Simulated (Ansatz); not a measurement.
## WS2: pressure series

Take WS$_{2}$ in the 2H-MoS2 type structure (space group P6_3/mmc, No. 194; layered, stacked along the Cartesian z axis) as the base.

Space group P6₃/mmc (No. 194); a = b = 3.1543 Å, c = 12.1409 Å, α = β = 90.00°, γ = 120.00°

```tsv
atom	site	symmetry	x	y	z
W	2c	-6m2	0.3333	0.6667	0.2500
S	4f	3m.	0.6667	0.3333	0.1203
```

Cell and atoms are relaxed at each pressure.

All numbers come from Kohn–Sham DFT with the PBE-D3(BJ) functional, run in Ansatz (an electronic-structure program) with PAW and 420 eV plane waves, without spin-orbit coupling, earlier PAW set.

For the base:

- Band gap = 0.88 eV

The aim is a band gap between 1.08 eV and 1.17 eV. Which of these changes reaches it?
A) pressure 4.5 GPa
B) pressure −2 GPa
C) pressure 2.1 GPa
D) pressure −1 GPa

B, pressure −2 GPa. It gives 1.13 eV; pressure 4.5 GPa gives 0.63 eV; pressure −1 GPa gives 0.98 eV; pressure 2.1 GPa gives 0.75 eV. Changes not listed may reach it too

With W present, leaving out spin-orbit coupling can change the band edges. Load acts through the strain it causes; cell and atoms are relaxed under it. No phonon test of stability was made.
